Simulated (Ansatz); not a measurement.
Li: Li → Ca

Base system: Li in the bcc (W type) structure (space group Im-3m, No. 229; a = 3.476 Å).

It is then changed as follows: full substitution Li → Ca, then cell and atoms are relaxed.

Method: r2SCAN, PAW, 500 eV (Ansatz, a first-principles code; spin-orbit coupling left out), earlier PAW set. Settings: 15×15×15 k-points, 0.05 eV Fermi–Dirac smearing, for the changed cell.

The volume per atom increases by 22.284 Å³ (21.00 Å³ → 43.29 Å³) and the density goes up by 0.99 g/cm³ to 1.54 g/cm³. The lattice parameter a rises by 0.948 Å, from 3.476 Å to 4.424 Å and the space group is still Im-3m (No. 229). The shortest interatomic distance rises by 0.8206 Å to 3.831 Å and the band gap stays zero.

Whether these cells are dynamically stable was not tested. This is not the structure that Ca has at room temperature and ambient pressure.
